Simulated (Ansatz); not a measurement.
**Cs$_{2}$AgBiBr$_{6}$ (space group Fm-3m, No. 225)**

```xyz
10
Lattice="0.0000 5.7385 5.7385 5.7385 0.0000 5.7385 5.7385 5.7385 0.0000" Properties=species:S:1:pos:R:3 pbc="T T T"
Cs     2.8692     2.8692     2.8692
Cs     8.6077     8.6077     8.6077
Ag     5.7385     5.7385     5.7385
Bi     0.0000     0.0000     0.0000
Br     2.8848     5.7385     5.7385
Br     8.5921     5.7385     5.7385
Br     5.7385     2.8848     5.7385
Br     5.7385     8.5921     5.7385
Br     5.7385     5.7385     2.8848
Br     5.7385     5.7385     8.5921
```

Level of theory: Kohn–Sham DFT with the PBE functional, run in Ansatz (a quantum-chemistry and plane-wave program) with PAW and 420 eV plane waves, no spin-orbit coupling, earlier PAW set. Γ-centred 5×5×5 mesh, Fermi–Dirac width 0.05 eV.

| Item | Result |
|---|---|
| Volume per atom | 37.79 Å³ |
| Density | 4.67 g/cm³ |
| Band gap | 1.33 eV, indirect, X → L |
| Electron mass | 0.35 mₑ along k, 0.26 mₑ across |
| Hole mass | 0.21 mₑ along k, 0.82 mₑ across |
| Total energy | -4804.229 eV/atom (σ→0; compares only within this code and set-up) |

With Bi present, leaving out spin-orbit coupling can change the band edges. Effective masses come from finite differences of ±0.01 Å⁻¹. Along k means along the line from Γ to the band edge. Stability against distortions was not tested.
